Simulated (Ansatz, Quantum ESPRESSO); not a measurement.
An Ansatz (a program for electronic structure) input for a self-consistent single point of SrTe (Fm-3m, 2 atoms in the cell) (DFT, PBE, plane waves, default PAW files):

Ansatz 0.2 input:
```yaml
# SrTe
crystal:
  lattice:
    - [0.000000, 3.394427, 3.394427]
    - [3.394427, 0.000000, 3.394427]
    - [3.394427, 3.394427, 0.000000]
  atoms:
    - { symbol: Sr, position: [0.000000, 0.000000, 0.000000] }
    - { symbol: Te, position: [0.500000, 0.500000, 0.500000] }
kpoints:
  mp_grid: { grid: [9, 9, 9] }
hamiltonian:
  xc: pbe
  pseudopotentials: { kind: paw }
scf:
  occupations: { method: fixed }
output:
  forces: true
  eigenvalues: true
  stress: true
```

Q: Translate this input to Quantum ESPRESSO.

A: This is the input that was run; spellings and numerical settings could be chosen otherwise.

```fortran
&CONTROL
   calculation = 'scf'
   prefix = 'srte'
   outdir = './out'
   pseudo_dir = './'
   tprnfor = .true.
   tstress = .true.
/
&SYSTEM
   ibrav = 2
   celldm(1) = 12.8290747601
   nat = 2
   ntyp = 2
   ecutwfc = 45
   ecutrho = 315
   occupations = 'fixed'
   nbnd = 12
/
&ELECTRONS
   conv_thr = 1.0d-9
/
ATOMIC_SPECIES
Sr    87.6200  Sr.pbe-spn-rrkjus_psl.1.0.0.UPF
Te   127.6000  Te.pbe-n-rrkjus_psl.1.0.0.UPF
ATOMIC_POSITIONS {angstrom}
Sr    0.0000000000    0.0000000000    0.0000000000
Te   -3.3944270000    3.3944270000    3.3944270000
K_POINTS {automatic}
9 9 9  0 0 0
```

Basis settings and potentials, where a program has them, do not carry over. This input uses DFT, PBE, plane waves, PSlibrary ultrasoft (PBE) pseudopotentials. Both were run: pressure -0.96 GPa in Ansatz and -0.90 in Quantum ESPRESSO; gap on the mesh 1.887 eV in Ansatz and 1.866 in Quantum ESPRESSO. Ansatz's pressure is the one without its finite-basis correction.

On Quantum ESPRESSO: the starting cell comes from a database of computed structures (which also holds hypothetical and non-ambient phases and stackings), without a prior relaxation at this level. Its lattice was rescaled by a random factor within 2.5 % of one. Spin-orbit coupling is off.

On Ansatz: the starting cell comes from a database of computed structures (which also holds hypothetical and non-ambient phases and stackings), without a prior relaxation at this level. Its lattice was rescaled by a random factor within 2.5 % of one. Spin-orbit coupling is off.
